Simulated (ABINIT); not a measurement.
**Worked example: self-consistent single point of Rh (Fm-3m, 1 atom in the cell) in ABINIT**

Computed with PBE, PAW (JTH v2.0 PBE PAW) (plane waves; ABINIT).

The input file:

```
# Rh, JTH v2.0 PBE PAW
pp_dirpath "./"
pseudos "Rh.GGA_PBE-JTH.xml"
acell 3*1.0 Angstrom
rprim
        -0.0000000000    1.9095000000    1.9095000000
         1.9095000000   -0.0000000000    1.9095000000
         1.9095000000    1.9095000000   -0.0000000000
natom 1
ntypat 1
znucl 45
typat 1
xcart    0.0000000000    0.0000000000    0.0000000000
ecut 42 Ry
pawecutdg 84 Ry
pawxcdev 0
ixc 11
occopt 3
tsmear 0.00367493
nband 14
kptopt 1
ngkpt 9 9 9
nshiftk 1
shiftk 0 0 0
nstep 60
toldfe 1.0e-09
prtwf 0
prtden 0
enunit 2
```

Output, abridged:

```
 Symmetries : space group Fm -3 m (#225); Bravais cF (face-center cubic)

 -outvars: echo values of preprocessed input variables --------
            acell      1.8897261329E+00  1.8897261329E+00  1.8897261329E+00 Bohr
             ecut      2.10000000E+01 Hartree
           enunit           2
              ixc          11
         kptrlatt        9    0    0      0    9    0      0    0    9
          kptrlen      4.59278419E+01
            natom           1
            nband          14
            ngfft          24      24      24
          ngfftdg          30      30      30
             nkpt          35
            nstep          60
             nsym          48
           ntypat           1
           occopt           3
        pawecutdg      4.20000000E+01 Hartree
         pawxcdev           0
            rprim     -0.0000000000E+00  1.9095000000E+00  1.9095000000E+00
                       1.9095000000E+00 -0.0000000000E+00  1.9095000000E+00
                       1.9095000000E+00  1.9095000000E+00 -0.0000000000E+00
          spgroup         225
           toldfe      1.00000000E-09 Hartree
           tsmear      3.67493000E-03 Hartree
            typat      1
           useylm           1
            znucl       45.00000

== DATASET  1 ==================================================================

 Exchange-correlation functional for the present dataset will be:
  GGA: Perdew-Burke-Ernzerhof functional - ixc=11
 Citation for XC functional:
  J.P.Perdew, K.Burke, M.Ernzerhof, PRL 77, 3865 (1996)

 Real(R)+Recip(G) space primitive vectors, cartesian coordinates (Bohr,Bohr^-1):
 R(1)=  0.0000000  3.6084321  3.6084321  G(1)= -0.1385643  0.1385643  0.1385643
 R(2)=  3.6084321  0.0000000  3.6084321  G(2)=  0.1385643 -0.1385643  0.1385643
 R(3)=  3.6084321  3.6084321  0.0000000  G(3)=  0.1385643  0.1385643 -0.1385643
 Unit cell volume ucvol=  9.3969213E+01 bohr^3
 Angles (23,13,12)=  6.00000000E+01  6.00000000E+01  6.00000000E+01 degrees

 Coarse grid specifications (used for wave-functions):

 getcut: wavevector=  0.0000  0.0000  0.0000  ngfft=  24  24  24
         ecut(hartree)=     21.000   => boxcut(ratio)=   2.27983

 Fine grid specifications (used for densities):

 getcut: wavevector=  0.0000  0.0000  0.0000  ngfft=  30  30  30
         ecut(hartree)=     42.000   => boxcut(ratio)=   2.01734

   3.74318991E+02                                ecore*ucvol(ha*bohr**3)

_setup2: Arith. and geom. avg. npw (full set) are     431.818     431.800

--- !BeginCycle
solver: {iscf: 17, nstep: 60, nline: 4, wfoptalg: 10, }
tolerances: {toldfe: 1.00E-09, }
...

     iter   Etot(hartree)      deltaE(h)  residm     nres2
 ETOT  1  -108.67827628747    -1.087E+02 3.839E+01 5.889E+00
 ETOT  2  -111.47889328676    -2.801E+00 2.529E-01 1.676E+01
 ETOT  3  -111.43254400725     4.635E-02 4.068E-02 3.519E+00
 ETOT  4  -111.42041458328     1.213E-02 1.747E-02 1.231E-01
 ETOT  5  -111.42067390990    -2.593E-04 8.583E-03 7.422E-02
 ETOT  6  -111.42047910663     1.948E-04 2.131E-03 1.467E-02
   [... 3 lines left out ...]
 ETOT 10  -111.42044241202    -3.126E-08 3.135E-05 4.320E-06
 ETOT 11  -111.42044240960     2.426E-09 8.917E-05 1.613E-06
 ETOT 12  -111.42044240593     3.668E-09 1.019E-05 3.009E-07
 ETOT 13  -111.42044240507     8.591E-10 4.094E-05 8.100E-10
 ETOT 14  -111.42044240510    -3.067E-11 4.720E-06 7.840E-10

 At SCF step   14, etot is converged :
  for the second time, diff in etot=  3.067E-11 < toldfe=  1.000E-09

 Cartesian components of stress tensor (hartree/bohr^3)
  sigma(1 1)= -8.57140537E-05  sigma(3 2)=  0.00000000E+00
  sigma(2 2)= -8.57140537E-05  sigma(3 1)=  0.00000000E+00
  sigma(3 3)= -8.57140537E-05  sigma(2 1)=  0.00000000E+00

 ----iterations are completed or convergence reached----

 reduced coordinates (array xred) for    1 atoms
       0.000000000000      0.000000000000      0.000000000000
 cartesian forces (eV/Angstrom) at end:
    1     -0.00000000000000    -0.00000000000000    -0.00000000000000
 frms,max,avg= 0.0000000E+00 0.0000000E+00   0.000E+00  0.000E+00  0.000E+00 e/A
 length scales=  1.889726132886  1.889726132886  1.889726132886 bohr
              =  1.000000000000  1.000000000000  1.000000000000 angstroms
 Fermi (or HOMO) energy (hartree) =   0.58981   Average Vxc (hartree)=  -0.48758
 Eigenvalues (hartree) for nkpt=  35  k points:
 kpt#   1, nband= 14, wtk=  0.00137, kpt=  0.0000  0.0000  0.0000 (reduced coord)
  -2.30625   -1.11146   -1.11146   -1.11146    0.30229    0.48101    0.48101    0.48101
   0.55603    0.55603    1.17661    1.37283    1.37283    1.37283
      occupation numbers for kpt#   1
   2.00000    2.00000    2.00000    2.00000    2.00000    2.00000    2.00000    2.00000
   1.99980    1.99980    0.00000    0.00000    0.00000    0.00000
 prteigrs : prtvol=0 or 1, do not print more k-points.

 Fermi (or HOMO) energy (eV) =  16.04944   Average Vxc (eV)= -13.26784
 Eigenvalues (   eV  ) for nkpt=  35  k points:
 kpt#   1, nband= 14, wtk=  0.00137, kpt=  0.0000  0.0000  0.0000 (reduced coord)
 -62.75618  -30.24434  -30.24434  -30.24434    8.22572   13.08894   13.08894   13.08894
  15.13035   15.13035   32.01730   37.35667   37.35667   37.35667
 prteigrs : prtvol=0 or 1, do not print more k-points.

--- !EnergyTerms
comment             : Components of total free energy in Hartree
kinetic             :  1.50020577959154E+01
hartree             :  1.89755939842723E+01
xc                  : -5.10754736351079E+00
Ewald energy        : -9.18006159451770E+01
psp_core            :  3.98342157671227E+00
local_psp           : -7.31105675222385E+01
spherical_terms     :  2.06387744483274E+01
internal            : -1.11418883025699E+02
'-kT*entropy'       : -1.57523339352374E-03
total_energy        : -1.11420458259093E+02
total_energy_eV     : -3.03190485954528E+03
...

-Cartesian components of stress tensor (GPa)         [Pressure=  2.5218E+00 GPa]
- sigma(1 1)= -2.52179410E+00  sigma(3 2)=  0.00000000E+00
- sigma(2 2)= -2.52179410E+00  sigma(3 1)=  0.00000000E+00
- sigma(3 3)= -2.52179410E+00  sigma(2 1)=  0.00000000E+00

 Calculation completed.
```

The run converged in 14 iterations.

The starting cell has typed, rounded lattice constants, without a prior relaxation at this level. Its lattice was rescaled by up to half a per cent. Spin polarisation is off.

Cost on one core of a shared machine: roughly 30 s.
